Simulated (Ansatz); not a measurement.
Consider ScCu₂ (space group I4/mmm, No. 139; a = 3.2515 Å, c = 8.2424 Å; a cell from a computed database, its experimental status unchecked). Axes: x, y, z lie along a, b, c of the conventional cell.

All numbers come from PBEsol (Ansatz, a first-principles code; PAW; 420 eV plane waves; no SOC).

Perturbation: uniaxial strain ε_xx = −3.62 %, all other strain components held at zero, atoms relaxed at fixed cell.

Q: How does this affect the largest internal atomic displacement and energy relative to the base?

A: The largest internal atomic displacement comes out as 0.010 Å; the energy goes up by 8.9 meV/atom.

Without a gap, meshes like the base's 20×20×20 leave anisotropic stresses uncertain by several tenths of a GPa, and small strain energies with them. No phonon test of stability was made. The final runs are not spin-polarised.
